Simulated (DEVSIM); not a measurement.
Device: illuminated Si n-on-p cell, one wavelength, with a back-surface field, at 250 K.

Layer 1 from the left is Si, thickness (μm) 0.480, Nd (cm⁻³) 4.7e18, τn (s) 5e-5, τp (s) 2.2e-5, absorption coefficient (cm⁻¹) 110. Layer 2 from the left is Si, thickness (μm) 42.0, Na (cm⁻³) 1.4e16, τn (s) 0.00071, τp (s) 0.00071, absorption coefficient (cm⁻¹) 110. Layer 3 from the left is Si, thickness (μm) 0.250, Na (cm⁻³) 1.2e18, τn (s) 0.00071, τp (s) 0.00071, absorption coefficient (cm⁻¹) 110.

Left contact: ohmic, minority hole recombination velocity 1e5 cm/s. Right contact: ohmic, minority electron recombination velocity 20000 cm/s. Voltage is applied to the left contact. Recombination: SRH at mid-gap, radiative, Auger. Gap narrowing is on: ΔEg = 6.92 meV × (l + √(l² + 0.5)), l = ln(N/1.3e17 cm⁻³), shared equally by both band edges. Light enters at the left, 2.2e18 photons cm⁻² s⁻¹, one pass, no reflection. Mobility is μmin + (μ − μmin)/(1 + (N/Nref)^α).

This is a model device: material constants are rounded textbook-type values typed into the input, and sizes, dopings and lifetimes were drawn at random. Values at 300 K; Nc and Nv go as T^1.5, mobilities as T to minus their exponent, the gap by Varshni's rule with the affinity fixed.

Si: gap (eV) 1.124, affinity (eV) 4.05, permittivity 11.7, Nc (cm⁻³) 2.86e19, Nv (cm⁻³) 3.1e19, μn (cm²/Vs) 1417, μp (cm²/Vs) 470, μn,min 52, μp,min 45, Nref,n 9.7e16, Nref,p 2.2e17, αn 0.68, αp 0.72, T exponent of μn 2.3, T exponent of μp 2.2, B (cm³/s) 4.7e-15, Cn (cm⁶/s) 2.8e-31, Cp (cm⁶/s) 9.9e-32, Varshni α (eV/K) 0.000473, Varshni β (K) 636.

Simulated with DEVSIM: 1D drift-diffusion, Boltzmann statistics, complete ionisation; no tunnelling, impact ionisation, image-force lowering or self-heating.

Dark forward current:

```tsv
|V| (V)	|J| (A/cm²)
0.25	2.128e-11
0.30	1.748e-10
0.35	1.640e-9
0.40	1.623e-8
0.45	1.637e-7
0.50	1.661e-6
0.55	1.690e-5
0.60	0.0001720
0.65	0.001752
0.70	0.01782
0.75	0.1800
0.80	1.727
0.85	14.12
0.90	88.16
0.95	384.6
1.00	1173
1.05	2712
```

Q: Work out the local ideality factor n = ΔV / (kT/q · ln(J2/J1)) between the rows 0.25 and 0.30 V, 0.60 and 0.65 V, 1.00 and 1.05 V.

A: kT/q = 21.54 mV. From 0.25 to 0.30 V: ln(1.748e-10/2.128e-11) = 2.106, n = 1.10. From 0.60 to 0.65 V: ln(0.001752/0.0001720) = 2.321, n = 1.00, near the 1 of diffusion or emission over a barrier. From 1.00 to 1.05 V: ln(2712/1173) = 0.838, n = 2.77.

Q: What current could the absorbed light give at most, and what share is collected?

A: Σ αd = 0.470, so qΦ(1 − exp(−Σ αd)) = 132 mA/cm². The simulated short-circuit current is 125.9 mA/cm², a share of 0.95.

Q: Estimate the open-circuit voltage by superposition: the voltage at which the dark current equals that short-circuit current.

A: Interpolating ln J in the table gives 0.742 V. The simulation gives 0.742 V, the same within the digits that matter. Superposition holds where collection doesn't change with voltage.

Q: Estimate the fill factor from FF0 = (v − ln(v + 0.72))/(v + 1), v = qVoc/(nkT), with n from the dark curve.

A: The rows about Voc, 0.70 and 0.75 V, give n = 1.00, so v = 34.3 and FF0 = 0.871. The simulation gives 0.870, the same within the digits that matter.
